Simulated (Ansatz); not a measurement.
CsCl-type RuAl, relaxed in Ansatz (plane waves) with several semilocal functionals. Each gives its own volume and its own elastic constant C11:

```csv
level,V0 (Å³/atom),elastic constant C11 (GPa),ln V0,ln C11
LDA,12.883,356.4,2.5559,5.8761
r²SCAN,13.262,346.7,2.5849,5.8485
PBE,13.550,315.3,2.6064,5.7535
```

### Question
Fit a straight line to ln C11 against ln V0. What does it predict for PBEsol, whose volume is 13.179 Å³/atom?

### Answer
With x = ln V0 and y = ln C11: means 2.58240 and 5.82603; Σ(Δx Δy) = -0.003011, Σ(Δx²) = 0.001285, so the slope is -2.34. At x = 2.5786 the line gives y = 5.82603 + (-2.34) × (2.5786 − 2.58240) = 5.8349, or 342.0 GPa. The run with PBEsol gives 338.0 GPa, -1.2 % from the line. The rows used scatter about it by up to 2.9 %, while the largest value lies 13 % above the smallest.

Ansatz's density-functional and Hartree–Fock values are scalar-relativistic unless marked +SOC, with PAW data made under PBE.

Ansatz is a quantum-chemistry and plane-wave program.
